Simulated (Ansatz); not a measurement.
Take KI in the rock salt structure (space group Fm-3m, No. 225; a = 7.006 Å) as the base. Axes: x, y, z lie along the cube axes.

Level of theory: PBEsol, PAW, 420 eV (Ansatz, a program for electronic structure; spin-orbit coupling left out).

Base values:

- Band gap = 3.87 eV

The change: a pure shear with ε_xy = ε_yx = 0.0057; the atoms relax in the strained cell.

### Question
Predict the new stress and band gap.

### Answer
The stress (xx, yy, zz, yz, xz, xy; compression positive) is (0.01, 0.01, 0.01, 0.00, 0.00, -0.04) GPa; the band gap shrinks by 0.016 eV to 3.86 eV.

With I present, leaving out spin-orbit coupling can change the band edges. Stability against distortions was not tested.
